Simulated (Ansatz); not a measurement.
## The (310) surface of tetragonal indium in its 1x1 cell, outermost plane spacing 1.05 Å in the ideal cut

All values below come from PBE (plane waves to 420 eV, PAW; Ansatz, an electronic-structure program).

Slab: 11 atoms, 10.5 Å thick at the start; k 9x7x1, smearing 0.1 eV, dipole-corrected; all atoms relaxed; held to the part of the start's symmetry that mesh and held atoms allow; no spin, no spin-orbit, no U.

```
Item                                                                  Value
-----------------------------------  --------------------------------------
surface energy (mean of both faces)                              25 meV/Å^2
surface energy before relaxation                                  0.43 J/m²
work function of the top face                                       3.88 eV
energy released by relaxation                                       0.13 eV
cost                                 about 18 core-minutes (a rough figure)
```
